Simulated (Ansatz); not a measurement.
ZrO2, pressure series

The parent structure is ZrO$_{2}$ (space group P4_2/nmc, No. 137; a = 3.5844 Å, c = 5.1771 Å).

Cell and atoms are relaxed at each pressure.

Computed with PBEsol in Ansatz (plane waves to 420 eV, PAW, no SOC).

```tsv
change	band gap	lattice parameter a
base	4.00 eV	3.584 Å
pressure −1 GPa	3.99 eV	3.589 Å
pressure 2.1 GPa	4.00 eV	(withheld)
pressure 4.5 GPa	4.00 eV	3.563 Å
pressure 9 GPa	3.97 eV	3.544 Å
pressure 15 GPa	3.94 eV	3.520 Å
pressure 22.5 GPa	3.85 eV	3.493 Å
pressure 30 GPa	3.73 eV	3.468 Å
```

What belongs in the blanks?


- pressure 2.1 GPa, lattice parameter a: 3.574 Å

Load acts through the strain it causes; cell and atoms are relaxed under it. Stability against distortions was not tested. No other phases were tried under pressure. This is not the structure that ZrO2 has at room temperature and ambient pressure.

Ansatz is a program for electronic structure.
